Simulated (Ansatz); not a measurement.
A computed series for PtSe2: response to strain

Consider PtSe2 in the CdI2 type structure (space group P-3m1, No. 164; a = 3.735 Å, c = 5.207 Å; layered, stacked along the Cartesian z axis; relaxed with 0.1 eV smearing). Axes: x lies along a and z along c of the hexagonal cell.

Strains are applied to the cell and any free atomic positions relax; under biaxial strain the out-of-plane vector relaxes too.

Computed with DFT with r2SCAN+rVV10, PAW potentials and a 500 eV plane-wave cutoff in Ansatz (a first-principles code), spin-orbit coupling left out.

Only one of these has a band gap. Which?
A) biaxial strain −3.33 %, plane normal [001], relaxed out of plane
B) isotropic strain −1.47 %
C) biaxial strain +0.55 %, plane normal [001], relaxed out of plane
D) biaxial strain +2.21 %, plane normal [001], relaxed out of plane

A, biaxial strain −3.33 %, plane normal [001], relaxed out of plane. Computed: biaxial strain +2.21 %, plane normal [001], relaxed out of plane: zero; biaxial strain −3.33 %, plane normal [001], relaxed out of plane: 0.51 eV; biaxial strain +0.55 %, plane normal [001], relaxed out of plane: zero; isotropic strain −1.47 %: zero

With Pt present, leaving out spin-orbit coupling can change the band edges. Stability against distortions was not tested. The final runs are not spin-polarised. A zero or small gap of PtSe2 can be the functional's error rather than a property of the material.
